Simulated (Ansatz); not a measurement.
System: fluorite HfO2 (high-temperature phase). Method: r²SCANh (PAW; Ansatz, a first-principles code).

Numerical settings: plane-wave cutoff 600 eV, 8×8×8 k mesh, scalar-relativistic PAW data made under PBE.

Cell (relaxed at this level):

```cif
data_HfO2
_chemical_formula_sum 'Hf1 O2'
_space_group_name_H-M_alt 'P 1'
_space_group_IT_number 1
_cell_length_a 3.57061
_cell_length_b 3.57061
_cell_length_c 3.57061
_cell_angle_alpha 60.000
_cell_angle_beta 60.000
_cell_angle_gamma 60.000
loop_
_space_group_symop_operation_xyz
  'x, y, z'
loop_
_atom_site_label
_atom_site_type_symbol
_atom_site_fract_x
_atom_site_fract_y
_atom_site_fract_z
_atom_site_occupancy
Hf1 Hf 0.00000 0.00000 0.00000 1
O1 O 0.25000 0.25000 0.25000 1
O2 O 0.75000 0.75000 0.75000 1
```

Give the computed Voigt–Reuss–Hill bulk modulus, Voigt–Reuss–Hill shear modulus (Hill average), elastic constant C12, Young modulus, elastic constant C11 and elastic constant C44.


* **Voigt–Reuss–Hill bulk modulus**: 277 GPa
* **Voigt–Reuss–Hill shear modulus (Hill average)**: 128 GPa
* **elastic constant C12**: 110 GPa
* **Young modulus**: 332 GPa
* **elastic constant C11**: 613 GPa
* **elastic constant C44**: 78.0 GPa

Note: symmetry holds this phase in the static calculation, where it need not be a minimum; held by symmetry at 0 K, a high-temperature phase can be a saddle point.

Elastic constants are with the ions relaxed.

Spin–orbit coupling is not included.

Static lattice: no zero-point or thermal effects.
